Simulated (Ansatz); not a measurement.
Input and output of a relaxation of cell and atoms for YFe2 (Fd-3m, 6 atoms in the cell) (Ansatz, a first-principles code).

Method: LDA (PW92), PAW files made with PBE (plane waves; Ansatz).

```
CELL_PARAMETERS angstrom
      0.00000     3.67459     3.67459
      3.67459     0.00000     3.67459
      3.67459     3.67459     0.00000
ATOMIC_POSITIONS crystal
  Y  0.25000 0.25000 0.25000
  Y  0.00000 0.00000 0.00000
  Fe 0.62500 0.62500 0.62500
  Fe 0.12500 0.62500 0.62500
  Fe 0.62500 0.62500 0.12500
  Fe 0.62500 0.12500 0.62500
```
Moments meant for the start (each program seeds them in its own way; μB, in the order of the atoms Y Y Fe Fe Fe Fe): 1.0 1.0 4.0 4.0 4.0 4.0.

Reference input (self-consistent single point, DFT, LDA (PW92), plane waves, PAW files made with PBE): kpoints.mp_grid.grid = 5 5 5; hamiltonian.xc = lda; hamiltonian.pseudopotentials = {kind: paw} (the program's default PAW files); magnetization.spin_polarized = true; scf.occupations.method = gaussian; scf.occupations.width = 0.02 Ry. This run's input differs from it in these lines:

```diff
@@ -21,2 +21,4 @@
   occupations: { method: gaussian, width: 0.02 Ry }
+relax:
+  cell: {}
 output:
```

Log, with long lists cut:

```
   [... SCF lines of the steps left out ...]
relax step   1: F+E_penalty+E_count = -25171.13113779 eV  Δ(F+E_penalty+E_count) = +0.000e0 eV  max|allowed force component| = 9.252e-18 eV/Å  Δτ_max = 0.0000 Å  P = -13.919 GPa  Ω = 99.233 Å³  (15 SCF iters, dr2 threshold 1.00e-7 eV, accepted)
relax step   2: F+E_penalty+E_count = -25171.76336247 eV  Δ(F+E_penalty+E_count) = -6.322e-1 eV  max|allowed force component| = 5.166e-17 eV/Å  Δτ_max = 0.0000 Å  P = +2.189 GPa  Ω = 85.236 Å³  energy of the carried Pulay correction = +4.986e-3 eV  [...]
   [... lines left out ...]
relax step   4: F+E_penalty+E_count = -25171.77142540 eV  Δ(F+E_penalty+E_count) = -9.450e-4 eV  max|allowed force component| = 1.927e-17 eV/Å  Δτ_max = 0.0000 Å  P = -0.018 GPa  Ω = 86.516 Å³  energy of the carried Pulay correction = +4.499e-3 eV  [...]
relax step   5: F+E_penalty+E_count = -25171.76804127 eV  Δ(F+E_penalty+E_count) = +3.384e-3 eV  max|allowed force component| = 2.698e-17 eV/Å  Δτ_max = 0.0000 Å  P = -0.036 GPa  Ω = 86.516 Å³  stress off target by 3.57e-2 GPa  SCF on the basis [...]
basis re-selected at this cell: Δ(F+E_penalty+E_count) = +3.384e-3 eV, ΔP = -0.018 GPa vs the last step
the relaxation is at rest under the 48 symmetry operations that the run kept from its start: a minimum is not shown …
the relaxation's final electronic state is not compared with the one that a single-point calculation of its input finds at the relaxed geometry …
Magnetization: 5.3308 μB (45.6654 up, 40.3346 down)
   [... lines left out ...]
Absolute magnetization: 6.7887 μB (∫|ρ↑−ρ↓|, with the PAW one-centre terms)
Free energy (F): -25171.768041 eV
Fermi energy:    16.719590 eV
  cell:  # Å, volume = 86.5163 Å³
   [... lines left out ...]
    - { symbol: Y, position: [3.7127515395831475e-34, -1.950667511299889e-34, -3.6809039067455985e-34] }
    - { symbol: Fe, position: [0.6250000000000001, 0.6250000000000001, 0.6250000000000001] }
    - { symbol: Fe, position: [0.125, 0.6250000000000001, 0.6250000000000002] }
    - { symbol: Fe, position: [0.6250000000000001, 0.6250000000000001, 0.125] }
    - { symbol: Fe, position: [0.6250000000000001, 0.125, 0.6250000000000002] }
```

The run converged. 

Summary of the result:
Free energy E − TS (on the zero of these files): -25171.7680 eV
Fermi level (on the code's own zero): 16.72 eV
Pressure: -0.04 GPa
Size of the cell's spin moment: 5.33 μB
Final cell: a = 4.964 Å, b = 4.964 Å, c = 4.964 Å, α = 60.00°, β = 60.00°, γ = 60.00°
Final volume per atom: 14.42 Å³
Relaxation steps: 5

The starting cell comes from a database of computed structures (which also holds hypothetical and non-ambient phases and stackings), without a prior relaxation at this level. The magnetic order is the one reached from the typed start; others were not searched systematically. The program warned that a starting moment was not kept. The relaxation keeps the symmetry of its start, so its end need not be a minimum. Ansatz's pressure includes its estimate of the finite-basis (Pulay) stress.

Cost on one core of a shared machine: roughly 40 s.

Keys are those of Ansatz 0.2.
